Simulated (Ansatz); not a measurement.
Fermi-surface data of CoAl (Cmmm)

Consider the following.

```yaml
crystal:
  lattice:
    - [2.81420, -0.00901, 0.00000]
    - [-0.00901, 2.81420, 0.00000]
    - [0.00000, 0.00000, 2.82960]
  atoms:
    - { symbol: Al, position: [0.00000, 0.00000, 0.00000] }
    - { symbol: Co, position: [0.50000, 0.50000, 0.50000] }
```

These are PBEsol, rigid bands (plane waves, PAW, scalar-relativistic; Ansatz, a program for electronic structure) values and carry that method's errors. Condition of this run: uniaxial stress along [110] of 2 GPa (compression positive) (the target of the relaxation). Cell: cell and atoms relaxed with PBEsol, then loaded as said.

```yaml
density of states at the Fermi level: 0.676 states/(eV·cell), both spins
bare Sommerfeld coefficient: 0.80 mJ/(mol of atoms·K²)
drude_plasma_energy: 4.1 eV
root-mean-square Fermi velocity: 4.6e5 m/s
resistivity times τ: 30 (x), 30 (y), 29 (z) ×10⁻²² Ω·m·s
```

A metal at this level (no band gap); rigid bands, thermally averaged at 300 K, both spins. Spin-orbit coupling is left out. τ is one relaxation time for all states.

Treated as nonmagnetic (a ferromagnetic start lost its moment, other orders weren't tried): CoAl (Cmmm).
